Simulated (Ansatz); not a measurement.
Data:

```
GaSb
1.0
    0.00000     3.10933     3.10933
    3.10933     0.00000     3.10933
    3.10933     3.10933     0.00000
Sb Ga
1 1
Direct
  0.75000   0.75000   0.75000
  0.00000   0.00000   0.00000
```

A single point on GaSb with a change (pressure −2 GPa), its geometry relaxed with r2SCAN.

All numbers come from Ansatz (an electronic-structure program), HSE06, PAW, cutoff 420 eV, noncollinear with spin-orbit coupling. Γ-centred 6×6×6 mesh, Fermi–Dirac width 0.01 eV.

Problem. Predict the band gap.

Solution. 0.19 eV.

Problem. What valence-band top at Γ (three highest Kramers pairs, from the VBM) does the calculation give?

Solution. 0.00, 0.00, -0.77 eV.

Single points use the geometry relaxed with r2SCAN. Load acts through the strain it causes; cell and atoms are relaxed under it. No phonon test of stability was made. The cell was made from GaSb in the zinc blende structure (space group F-43m, No. 216) by this change: pressure −2 GPa.
